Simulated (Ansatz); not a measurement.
In on the Si site (In_Si) in 4H silicon carbide (start: the Si(k) site; 96-site cell, 2×2×2 shifted sampling). The numbers are results of PBE, PAW (plane waves to 420 eV; Ansatz, a program for electronic structure), not measurements. Total energies of the localised charge states, counted from that of charge 0, and their image corrections (point charge with alignment); the host's valence-band maximum lies at 9.362 eV on the cells' energy zero and its gap is 2.23 eV.

```tsv
charge	moment (μB)	E − E(first) (eV)	correction (eV)
0	1.0	0.000	0.000
−1	not spin-polarised	9.563	0.021
```

**Question.** Derive the transition levels above the valence-band maximum and say which of them are thermodynamic.

**Answer.** A level is the Fermi energy at which two charges have equal formation energy: ε(q/q′) = [E(q′) + corr(q′) − E(q) − corr(q)] / (q − q′) − E_VBM.
ε(0/−1) = [(9.563 + 0.021) − (0.000 + 0.000)] / 1 − 9.362 = 0.22 eV
Thermodynamic levels at least 0.1 eV inside the gap: (0/−1) at 0.22 eV. They hold to tenths of an eV in this cell. Charges with a result: +1, 0, −1. Others weren't obtained, and one of them could lie lower, also by skipping a charge. At charge +1 the carrier sat in host band states, shallow at most. Flagged in the runs: a host whose relaxation on this sampling wasn't shown to rest, a strain field that reaches the edge of the cell.
